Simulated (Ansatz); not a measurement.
**ZrC under a change: 4 layers**

Take ZrC in the rock salt structure (space group Fm-3m, No. 225; a = 4.669 Å) as the base. Axes: x, y, z lie along the cube axes.

Now apply this change: a free-standing slab of 4 layers (8 atoms, 2 a layer) is cut normal to the z axis, with 15 Å of vacuum and the in-plane cell held at bulk.

Method: Ansatz (a first-principles code), PBEsol, PAW, cutoff 420 eV, no spin-orbit coupling. Γ-centred 14×14×1 mesh, Fermi–Dirac width 0.05 eV, for the changed cell.

The layer's space group (with vacuum) comes out as P4/nmm (No. 129) and the shortest interatomic distance shrinks by 0.095 Å to 2.239 Å. The band gap is still zero and the excess energy per area of both faces (slab less bulk energy over the cell's area: twice a surface energy) is 3.7 J/m² (uncertain by up to 0.1 J/m²). The thickness between the outermost nuclei amounts to 6.98 Å and the change of the spacing d12 from its bulk value of 2.334 Å amounts to -2.0 %. The change of the spacing d23 from its bulk value of 2.334 Å amounts to -0.4 %.

Cost of the whole job for the changed cell (relaxation, final SCF and bands): very roughly 100 core-seconds.

The excess energy carries the mismatch between the slab's and the bulk's meshes. No phonon test of stability was made. The final runs are not spin-polarised.
